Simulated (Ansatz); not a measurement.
**TiAl3 under a change: Cr on a Ti site, symmetric start**

Consider a 16-atom supercell of TiAl3 (space group I4/mmm, No. 139; a = 3.846 Å, c = 8.620 Å) at its relaxed geometry.

The change: a neutral Cr on a Ti site, symmetric start, atoms relaxed at fixed cell.

Computed with plane-wave PAW DFT at the PBE level (Ansatz, an electronic-structure program, 420 eV), no spin-orbit coupling. Γ-centred 6×4×6 mesh, Fermi–Dirac width 0.05 eV.

```tsv
quantity	base	changed	shift
pressure	0.0 GPa	-3.2 GPa	-3.14 GPa
energy gained by relaxation	–	0.03 eV	–
largest displacement of a host atom from its site in the perfect cell	–	0.03 Å	–
```

The magnetic state is the one reached from the starting moments; the real material's order can differ, and small cells can't hold many antiferromagnetic ones. The cell is small, so the values are those of an ordered compound at a high defect concentration; dilute-limit values will differ. The defect started on the symmetric site and kept its symmetry, so it may sit on a saddle. Starting moments died away, wholly or in part, for Cr on a Ti site; another magnetic solution may exist. Spin-polarised in the final run: Cr on a Ti site; the other runs are not. The defect cell is spin-polarised and ends with 0.2 μB, a fractional moment that hangs on the mesh and smearing.
